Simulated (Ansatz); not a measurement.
Base system: BeSe in the zinc blende structure (space group F-43m, No. 216; a = 5.129 Å).

Method: PBEsol in Ansatz (plane waves to 420 eV, PAW, no spin-orbit coupling).

Before the change:

| Quantity | Result |
|---|---|
| Band gap | 2.47 eV |
| Smallest direct gap | 4.28 eV |
| Gap character | indirect, Γ → X |

The change: full substitution Be → Eu; the structure is relaxed again.

Tabulated Pauling electronegativity and covalent radius: Be 1.57, 0.96 Å; Eu 1.20, 1.98 Å.

**Question.** Estimate the effect on the band gap, smallest direct gap and gap character.

**Answer.** The band gap decreases by 2.193 eV (2.47 eV → 0.27 eV); the smallest direct gap drops by 3.978 eV, from 4.28 eV to 0.31 eV; the gap character becomes indirect, W → X (base: indirect, Γ → X).

The magnetic state is the one reached from the starting moments; the real material's order can differ, and small cells can't hold many antiferromagnetic ones. The state of the 4f shell was not checked for lower solutions. Whether these cells are dynamically stable was not tested. As relaxed here, EuSe is a hypothetical phase, not in the database extracts checked. A zero or small gap of EuSe can be the functional's error rather than a property of the material.

Ansatz is a first-principles code.
